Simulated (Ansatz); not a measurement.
System: MgS (model structure, within 0.1 Å of P4/mmm, No. 123, 4 atoms in the cell). Method: r²SCAN+rVV10 (PAW; Ansatz, a program for electronic structure).

Run with plane-wave cutoff 560 eV, 14×14×12 k mesh (along the axes of the cell as run), Fermi–Dirac smearing 0.05 eV, scalar-relativistic PAW data made under PBE.

Cell (relaxed at this level):

```
MgS
1.0
    4.92326     0.00000     0.00000
    0.00000     4.92326     0.00000
    0.00000     0.00000     4.52835
Mg S
2 2
Direct
  0.50000   0.00000   0.00007
  0.00000   0.50000   0.99993
  0.00000   0.00000   0.00000
  0.50000   0.50000   0.00000
```

### Question
Give the computed band gap.

### Answer

* **band gap**: 2.30 eV (direct)

Computed values are for the static lattice.

The result took around 110 core-seconds (rough).

A model structure was made by putting elements into a prototype or built by hand; it is no filed structure, need not be a known phase, and can be a saddle point held by its symmetry.
